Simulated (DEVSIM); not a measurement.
Device: abrupt Ge p-n junction, at 300 K.

```csv
layer (left to right),material,thickness (μm),Nd (cm⁻³),Na (cm⁻³),τn (s),τp (s)
1,Ge,9.20,-,2.2e18,8.2e-7,8.2e-7
2,Ge,140,4.8e15,-,8.2e-7,8.2e-7
```

Left contact: ohmic. Right contact: ohmic. Voltage is applied to the left contact. Recombination: SRH at mid-gap, radiative. Mobility is μmin + (μ − μmin)/(1 + (N/Nref)^α).

Constants are typed, rounded textbook-type inputs, not results; the design itself was drawn at random and stands for no fabricated device. Values at 300 K; Nc and Nv go as T^1.5, mobilities as T to minus their exponent, the gap by Varshni's rule with the affinity fixed.

```
parameter               Ge
----------------  --------
gap (eV)             0.664
affinity (eV)            4
permittivity            16
Nc (cm⁻³)          1.04e19
Nv (cm⁻³)             6e18
μn (cm²/Vs)           3900
μp (cm²/Vs)           1900
μn,min                 150
μp,min                 100
Nref,n              2.6e17
Nref,p                4e17
αn                    0.56
αp                     0.6
T exponent of μn      1.66
T exponent of μp      2.33
B (cm³/s)          6.4e-14
Varshni α (eV/K)  0.000477
Varshni β (K)          235
```

DEVSIM, 1D drift-diffusion, Boltzmann statistics, complete ionisation; no tunnelling, impact ionisation, image-force lowering or self-heating.

The temperature was swept, all else fixed.

| temperature (K) | dark forward voltage at 100 A/cm² (V) | potential step across the device at zero bias (V) | largest field in the device at zero bias (V/cm) |
|---|---|---|---|
| 250 | ___ | 0.507 | ___ |
| 300 | 0.457 | 0.439 | 71000 |
| 350 | 0.404 | 0.369 | 76000 |
| 400 | 0.350 | 0.298 | 81000 |
| 450 | 0.284 | 0.243 | 85000 |
| 500 | 0.202 | 0.208 | 88000 |

### Question
Complete the blanks.

### Answer

- 250, dark forward voltage at 100 A/cm² (V): 0.510
- 250, largest field in the device at zero bias (V/cm): 66000
